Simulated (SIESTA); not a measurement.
**A self-consistent single point of SnTe (Fm-3m, 2 atoms in the cell) with SIESTA**

Computed with GGA PBEsol, numerical atomic orbitals DZP, PseudoDojo PBEsol standard norm-conserving potentials (rewritten from UPF to PSML) (SIESTA 5.4.2).

The input file:

```
# files in the folder: Sn.psml Te.psml (PseudoDojo PBEsol standard)
SystemName  SnTe
SystemLabel SnTe

NumberOfAtoms                2
NumberOfSpecies              2
%block ChemicalSpeciesLabel
  1 50 Sn
  2 52 Te
%endblock ChemicalSpeciesLabel
LatticeConstant              4.446570 Ang
%block LatticeVectors
     0.000000000    0.707106826    0.707106826
     0.707106826    0.000000000    0.707106826
     0.707106826    0.707106826    0.000000000
%endblock LatticeVectors
AtomicCoordinatesFormat      Bohr
%block AtomicCoordinatesAndAtomicSpecies
     0.000000000    0.000000000    0.000000000  1
     5.941676881    5.941676881    5.941676881  2
%endblock AtomicCoordinatesAndAtomicSpecies

XC.functional                GGA
XC.authors                   PBEsol
PAO.BasisSize                DZP
PAO.EnergyShift              0.005 Ry
MeshCutoff                   400 Ry
%block kgrid.MonkhorstPack
    4   0   0  0.0
    0   4   0  0.0
    0   0   4  0.0
%endblock kgrid.MonkhorstPack
OccupationFunction           FD
ElectronicTemperature        10.0 meV

MaxSCFIterations             150
SCF.Mixer.Method             Pulay
SCF.Mixer.Weight             0.2
SCF.Mixer.History            6
SCF.DM.Tolerance             1.0E-04
Diag.ParallelOverK           true
WriteForces                  true
Charge.Mulliken              end
```

Output (repeated stretches shortened):

```
reinit: Reading from file input.fdf

reinit: System Name: SnTe
reinit: System Label: SnTe

coor:   Atomic-coordinates input format  =     Cartesian coordinates
coor:                                            (in Bohr units)

siesta: Atomic coordinates (Bohr) and species
siesta:      0.00000   0.00000   0.00000  1        1
siesta:      5.94168   5.94168   5.94168  2        2

siesta: System type = bulk

initatomlists: Number of atoms, orbitals, and projectors:      2    36    65

siesta: ******************** Simulation parameters ****************************
redata: Spin configuration                          = none
redata: Time-Reversal Symmetry                      = T
redata: Number of Atomic Species                    =        2
redata: Mesh Cutoff                                 =   400.0000 Ry
redata: Net charge of the system                    =     0.0000 |e|
redata: Min. number of SCF Iter                     =        0
redata: Max. number of SCF Iter                     =      150
redata: SCF convergence failure will abort job
redata: SCF mix quantity                            = Hamiltonian
redata: Mix DM or H after convergence               =   F
redata: Recompute H after scf cycle                 =   F
redata: Mix DM in first SCF step                    =   T
redata: No kicks to SCF
redata: DM Mixing Weight for Kicks                  =     0.5000
redata: Require Harris convergence for SCF          =   F
redata: Harris energy tolerance for SCF             =     0.000100 eV
redata: Require DM convergence for SCF              =   T
redata: DM tolerance for SCF                        =     0.000100
redata: Require EDM convergence for SCF             =   F
redata: EDM tolerance for SCF                       =     0.001000 eV
redata: Require H convergence for SCF               =   T
redata: Hamiltonian tolerance for SCF               =     0.001000 eV
redata: Require (free) Energy convergence for SCF   =   F
redata: (free) Energy tolerance for SCF             =     0.000100 eV
redata: Using DFT-D3 dispersion                     =   F
redata: Using Saved Data (generic)                  =   F
redata: Method of Calculation                       = Diagonalization
redata: Electronic Temperature                      =   116.0452 K
redata: Number of TDED substeps                     =        3
redata: Dynamics option                             = Single-point calculation
redata: Save all siesta data in one NC              =   F
redata: ***********************************************************************

%block SCF.Mixers
  Pulay
%endblock SCF.Mixers

%block SCF.Mixer.Pulay
  # Mixing method
  method pulay
  variant stable

  # Mixing options
  weight 0.2000
  weight.linear 0.2000
  history 6
%endblock SCF.Mixer.Pulay

DM_history_depth set to one: no extrapolation allowed by default for geometry relaxation
Size of DM history Fstack: 1
Total number of electrons:    30.000000
Total ionic charge:    30.000000

* ProcessorY, Blocksize:    1  37

* Orbital distribution balance (max,min):    36    36

k-point displ. along   1 input, could be:     0.00    0.50
k-point displ. along   2 input, could be:     0.00    0.50
k-point displ. along   3 input, could be:     0.00    0.50
 Kpoints in:           48 . Kpoints trimmed:           44

siesta: k-grid: Number of k-points = 44
siesta: k-points from Monkhorst-Pack grid
siesta: k-cutoff (effective) =     8.893 Ang
siesta: k-point supercell and displacements
siesta: k-grid:     4     0     0      0.000
siesta: k-grid:     0     4     0      0.000
siesta: k-grid:     0     0     4      0.000

diag: Algorithm                                     = D&C
diag: Parallel over k                               =   F
diag: Use parallel 2D distribution                  =   F
diag: Parallel block-size                           = 37
diag: Parallel distribution                         =     1 x     1
diag: Used triangular part                          = Lower
diag: Absolute tolerance                            =  0.100E-15
diag: Orthogonalization factor                      =  0.100E-05
diag: Memory factor                                 =  1.0000

superc: Internal auxiliary supercell:     7 x     7 x     7  =     343
superc: Number of atoms, orbitals, and projectors:    686  12348  22295

                        Single-point calculation

superc: Internal auxiliary supercell:     7 x     7 x     7  =     343
superc: Number of atoms, orbitals, and projectors:    686  12348  22295

outcell: Unit cell vectors (Ang):
        0.000000    3.144200    3.144200
        3.144200    0.000000    3.144200
        3.144200    3.144200    0.000000

outcell: Cell vector modules (Ang)   :    4.446570    4.446570    4.446570
outcell: Cell angles (23,13,12) (deg):     60.0000     60.0000     60.0000
outcell: Cell volume (Ang**3)        :     62.1671
new_DM -- step:     1
Initializing Density Matrix...

Attempting to read DM from file... Failed...
DM filled with atomic data:

InitMesh: MESH = 48 x 48 x 48 = 110592
InitMesh: Mesh cutoff (required, used) =   400.000   483.087 Ry

stepf: Fermi-Dirac step function

        iscf     Eharris(eV)        E_KS(eV)     FreeEng(eV)     dDmax    Ef(eV) dHmax(eV)
   scf:    1    -4986.253852    -4986.262950    -4986.262954  0.494488 -3.405520  2.474749
   scf:    2    -4986.354013    -4986.310088    -4986.310105  0.044107 -3.462738  1.723152
   scf:    3    -4986.383872    -4986.353938    -4986.354206  0.107259 -3.601597  0.379249
   scf:    4    -4986.355957    -4986.355540    -4986.356149  0.016632 -3.622540  0.024259
   scf:    5    -4986.355676    -4986.355612    -4986.356180  0.001892 -3.620344  0.012833
   scf:    6    -4986.355682    -4986.355649    -4986.356190  0.001232 -3.618040  0.001115
   scf:    7    -4986.355656    -4986.355652    -4986.356190  0.000172 -3.617691  0.003874
   scf:    8    -4986.355639    -4986.355646    -4986.356190  0.000307 -3.617997  0.000011
   scf:    9    -4986.355646    -4986.355646    -4986.356190  0.000001 -3.617998  0.000019

SCF Convergence by DM+H criterion
max |DM_out - DM_in|         :     0.0000008690
max |H_out - H_in|      (eV) :     0.0000188489
SCF cycle converged after 9 iterations

Using DM_out to compute the final energy and forces

siesta: E_KS(eV) =            -4986.3556

siesta: E_KS - E_eggbox =     -4986.3556

siesta: Atomic forces (eV/Ang):
     1   -0.000000   -0.000000   -0.000000
     2   -0.000000   -0.000000   -0.000000
   Tot   -0.000000   -0.000000   -0.000000
   Max    0.000000
   Res    0.000000    sqrt( Sum f_i^2 / 3N )
   Max    0.000000    constrained

Stress tensor Voigt[x,y,z,yz,xz,xy] (kbar):       -3.25       -3.25       -3.25       -0.19       -0.19       -0.19
(Free)E + p*V (eV/cell)    -4986.2299
Target enthalpy (eV/cell)    -4986.3562

siesta: Program's energy decomposition (eV):
siesta: Ebs     =      -759.135815
siesta: Eions   =      4926.946142
siesta: Ena     =       232.743279
siesta: Ekin    =      2812.302305
siesta: Enl     =     -1858.806623
siesta: Eso     =         0.000000
siesta: Edftu   =         0.000000
siesta: DEna    =         8.562977
siesta: DUscf   =         0.228360
siesta: DUext   =         0.000000
siesta: Ex      =     -1176.812899
siesta: Ec      =       -77.626903
siesta: Exc     =     -1254.439802
siesta: Eharris =     -4986.355646
siesta: Etot    =     -4986.355646
siesta: FreeEng =     -4986.356190

siesta: Stress tensor (static) (eV/Ang**3):
siesta:    -0.002031   -0.000119   -0.000119
siesta:    -0.000119   -0.002031   -0.000119
siesta:    -0.000119   -0.000119   -0.002031

siesta: Cell volume =         62.167082 Ang**3

siesta: Pressure (static):
siesta:                Solid            Molecule  Units
siesta:           0.00002213          0.00002213  Ry/Bohr**3
siesta:           0.00203143          0.00203143  eV/Ang**3
siesta:           3.25470352          3.25470891  kBar

mulliken: Atomic and Orbital Populations:

Species: Sn
Atom  Qatom  Qorb
               5s      5s      5py     5pz     5px     5py     5pz     5px
               4dxy    4dyz    4dz2    4dxz    4dx2-y2 5dxy    5dyz    5dz2
               5dxz    5dx2-y2
   1 14.081   1.703   0.074   0.365   0.365   0.365   0.183   0.183   0.183
              2.006   2.006   1.993   2.006   1.993   0.048   0.048   0.256

              0.048   0.256

Species: Te
Atom  Qatom  Qorb
               5s      5s      5py     5pz     5px     5py     5pz     5px
               4dxy    4dyz    4dz2    4dxz    4dx2-y2 5dxy    5dyz    5dz2
               5dxz    5dx2-y2
   2 15.919   1.624   0.139   1.066   1.066   1.066   0.184   0.184   0.184
              2.004   2.004   2.004   2.004   2.004   0.047   0.047   0.123

              0.047   0.123

mulliken: Qtot =       30.000

Mulliken Atomic Populations:
Atom #   charge [q] valence [e]  Species
     1    -0.081360   14.081360  Sn
     2     0.081360   15.918640  Te
 Total     0.000000
```

The run converged in 9 iterations.

The starting cell has typed, rounded lattice constants, without a prior relaxation at this level. Its lattice was rescaled by up to half a per cent. Values carry the incompleteness of an atom-centred basis.
